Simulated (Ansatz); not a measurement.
Base system: HfO2 (space group P2_1/c, No. 14).

```
CELL_PARAMETERS angstrom
      5.16120     0.00000     0.00000
      0.00000     5.21182     0.00000
     -0.89809     0.00000     5.27640
ATOMIC_POSITIONS crystal
  Hf 0.27574 0.04289 0.20837
  Hf 0.72426 0.54289 0.29163
  Hf 0.72426 0.95711 0.79163
  Hf 0.27574 0.45711 0.70837
  O  0.06715 0.32865 0.34844
  O  0.93285 0.82865 0.15156
  O  0.93285 0.67135 0.65156
  O  0.06715 0.17135 0.84844
  O  0.44917 0.75721 0.47664
  O  0.55083 0.25721 0.02336
  O  0.55083 0.24279 0.52336
  O  0.44917 0.74279 0.97664
```

Cartesian axes are those of the cell as printed.

(Cell as relaxed with PBE.)

Levels (all Ansatz, a quantum-chemistry and plane-wave program, PAW): PBE (420 eV, no spin-orbit coupling); r2SCAN (500 eV, no spin-orbit coupling).

Each level relaxes its own structure.

```csv
base,PBE,r2SCAN
volume per atom,11.83 Å³,11.53 Å³
band gap,4.04 eV,4.59 eV
```

It is then changed as follows: uniaxial stress, 5 GPa tension along z, with the cell and atoms free to relax against it.

```csv
quantity,PBE,r2SCAN
band gap,4.15 eV,(withheld)
"valence-band top at Γ (three highest levels, from the VBM)","0.00, -0.11, -0.35 eV",(withheld)
shortest interatomic distance,2.042 Å,(withheld)
```

Question: What does r2SCAN give?

Answer: 
- band gap, r2SCAN: 4.68 eV
- valence-band top at Γ (three highest levels, from the VBM), r2SCAN: 0.00, -0.13, -0.39 eV
- shortest interatomic distance, r2SCAN: 2.030 Å

PBE's band gap lies 0.53 eV below r2SCAN's; PBE's shortest interatomic distance lies 0.012 Å above r2SCAN's (0.6 %). Neither level is exact; r2SCAN is the comparison here, not a measurement.

With Hf present, leaving out spin-orbit coupling can change the band edges. Load acts through the strain it causes; cell and atoms are relaxed under it. Beyond what the load breaks, stability against distortions was not tested.
